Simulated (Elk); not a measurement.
A self-consistent single point of ZrTi (P4/mmm, 2 atoms in the cell) with Elk.

Level of theory: PBEsol, all-electron FP-LAPW, Elk's shipped species files, APW+lo basis with extra local orbitals run with Elk.

```yaml
crystal:
  lattice:
    - [3.11193, 0.00000, 0.00000]
    - [0.00000, 3.11193, 0.00000]
    - [0.00000, 0.00000, 4.19777]
  atoms:
    - { symbol: Zr, position: [0.50000, 0.50000, 0.50000] }
    - { symbol: Ti, position: [0.00000, 0.00000, 0.00000] }
```

Reference input (self-consistent single point, DFT, PBEsol, all-electron FP-LAPW, Elk's shipped species files, APW+lo basis with extra local orbitals): xctype = 22; rgkmax = 8; stype = 1; swidth = 0.00734986 Ha; ngridk = 7 7 6; gmaxvr = 14 1/bohr; nxlo = 2; lorbcnd = true; lmaxi = 3; maxscl = 100. This run's input differs from it in these lines:

```diff
@@ -25,3 +25,3 @@
 swidth
-  0.00734986
+  0.00367493
 
@@ -51,3 +51,3 @@
 ngridk
-  7 7 6
+  7 7 5
```

Output, abridged:

```
│ Self-consistent loop started │
│ Loop number : 1 │
 total energy                :     -4450.87958606
│ Loop number : 2 │
 total energy                :     -4450.89134113
RMS change in Kohn-Sham potential (target) :   0.1838100900     (  0.1000000000E-05)
Absolute change in total energy (target)   :   0.1175507168E-01 (  0.1000000000E-03)
│ Loop number : 3 │
 total energy                :     -4450.97005204
RMS change in Kohn-Sham potential (target) :   0.1847087372     (  0.1000000000E-05)
Absolute change in total energy (target)   :   0.8164967119E-01 (  0.1000000000E-03)
│ Loop number : 4 │
   [... lines left out ...]
Absolute change in total energy (target)   :   0.1237416755E-03 (  0.1000000000E-03)
│ Loop number : 14 │
 total energy                :     -4450.11565622
RMS change in Kohn-Sham potential (target) :   0.1560355766E-05 (  0.1000000000E-05)
Absolute change in total energy (target)   :   0.5280815640E-04 (  0.1000000000E-03)
│ Loop number : 15 │
 total energy                :     -4450.11565560
RMS change in Kohn-Sham potential (target) :   0.3475958299E-06 (  0.1000000000E-05)
Absolute change in total energy (target)   :   0.1257580971E-04 (  0.1000000000E-03)
Convergence targets achieved

│ Loop number : 16 │

Energies :
 Fermi                       :     0.315131438362
 total energy                :     -4450.11565783

Density of states at Fermi energy :    113.8783086
 (states/Hartree/unit cell)

Estimated indirect band gap :   0.2593100343E-03
 from k-point     13 to k-point     30
Estimated direct band gap   :   0.1184140750E-01
 at k-point     26

Charges :
 core                        :    38.00000000
 valence                     :    24.00000000
 interstitial                :    3.681518951
 muffin-tins (core leakage)
  species :    1 (Zr)
   atom    1                 :    38.03104013     (  0.2897924844E-05)
  species :    2 (Ti)
   atom    1                 :    20.28744092     (  0.5878142417E-09)
 total in muffin-tins        :    58.31848105
 total calculated charge     :    62.00898347
 total charge                :    62.00000000
 error                       :   0.8983472738E-02

│ Self-consistent loop stopped │
```

The run converged in 16 iterations. The count includes the last loop, which Elk runs after its targets are met. Against the reference run the total energy drops by 3.3 meV/atom.

The starting cell comes from a database of computed structures (which also holds hypothetical and non-ambient phases and stackings), without a prior relaxation at this level. Spin polarisation is off. Values depend on the basis (sphere radii, cutoffs, local orbitals), which need not be converged. The log's line on a gap gives a spacing of levels on this mesh, which the program prints for metals too.
